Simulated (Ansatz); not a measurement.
Consider SiC in the zinc blende structure (space group F-43m, No. 216; a = 4.329 Å). Axes: x, y, z lie along the cube axes.

Structures relaxed with LDA (Ansatz, an electronic-structure program, PAW, no SOC).

Base:

Simulated powder pattern, Mo Kα, λ = 0.71073 Å (kinematic, ideal powder, no thermal factors, no anomalous dispersion; the 10 strongest lines at most, above 2 %, up to 2θ = 40°):

```csv
2θ (°),I/Imax (%),hkl
16.35,100,(111)
18.90,19,(200)
26.85,53,(220)
31.60,42,(311)
33.04,5.9,(222)
38.34,8.2,(400)
```

After one change:

Simulated powder pattern, Mo Kα, λ = 0.71073 Å (kinematic, ideal powder, no thermal factors, no anomalous dispersion; the 10 strongest lines at most, above 2 %, up to 2θ = 40°):

```csv
2θ (°),I/Imax (%)
16.58,100
18.52,6.8
19.49,12
27.01,36
27.70,17
31.26,15
32.45,26
33.53,5.9
37.54,3.1
39.57,5.1
```

Task: Which of these changes matches the shifts?
A) biaxial strain −2.00 %, plane normal [001], relaxed out of plane
B) biaxial strain −3.00 %, plane normal [001], relaxed out of plane
C) biaxial strain −2.50 %, plane normal [001], relaxed out of plane
D) biaxial strain −1.00 %, plane normal [001], relaxed out of plane

Result: B, biaxial strain −3.00 %, plane normal [001], relaxed out of plane. Its volume per atom is 9.74 Å³ against 10.14 Å³, and its space group is I-4m2 (No. 119).

Whether these cells are dynamically stable was not tested.
